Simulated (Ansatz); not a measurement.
Fluorite NiSi2 was calculated with PBE-D4 in Ansatz (plane waves, PAW).

Settings: plane-wave cutoff 520 eV, 18×18×18 k mesh, Fermi–Dirac smearing 0.05 eV, no spin polarisation, scalar-relativistic PAW data made under PBE.

Cell (relaxed at this level):

```
NiSi2
1.0
    0.00000     2.69190     2.69190
    2.69190     0.00000     2.69190
    2.69190     2.69190     0.00000
Si Ni
2 1
Direct
  0.25000   0.25000   0.25000
  0.75000   0.75000   0.75000
  0.00000   0.00000   0.00000
```

### Question
Give the computed bulk modulus B0 and pressure derivative B′ of the bulk modulus.

### Answer

- bulk modulus B0: 160 GPa
- pressure derivative B′ of the bulk modulus: 4.4

The run finds no gap.

Computed values are for the static lattice.

Ansatz is a quantum-chemistry and plane-wave program.
